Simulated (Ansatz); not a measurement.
Take WC (space group P-6m2, No. 187; a = 2.9220 Å, c = 2.8473 Å) as the base.

(Cell as relaxed with PBE.)

Levels (all Ansatz, a quantum-chemistry and plane-wave program, PAW, earlier PAW set): PBE (420 eV, spin-orbit coupling left out); PBEsol (420 eV, no spin-orbit coupling).

Each level relaxes its own structure.

| base | PBE | PBEsol |
|---|---|---|
| volume per atom | 10.53 Å³ | 10.29 Å³ |
| lattice parameter a | 2.922 Å | 2.899 Å |
| band gap | zero | zero |

Now apply this change: full substitution W → Ir; the structure is relaxed again.

```
quantity              PBE      PBEsol
---------------  --------  ----------
c/a ratio           0.877  (withheld)
volume per atom  10.70 Å³  (withheld)
```

**Question.** Given the PBE results, estimate those of PBEsol.

**Answer.** 
- c/a ratio, PBEsol: 0.877
- volume per atom, PBEsol: 10.41 Å³

PBE's volume per atom lies 0.295 Å³ above PBEsol's (2.8 %); the two agree on the c/a ratio. Neither level is exact; PBEsol is the comparison here, not a measurement.

Stability against distortions was not tested. As relaxed here, IrC is a hypothetical phase, not in the database extracts checked. All final runs are without spin polarisation. An odd electron count without spin: IrC.
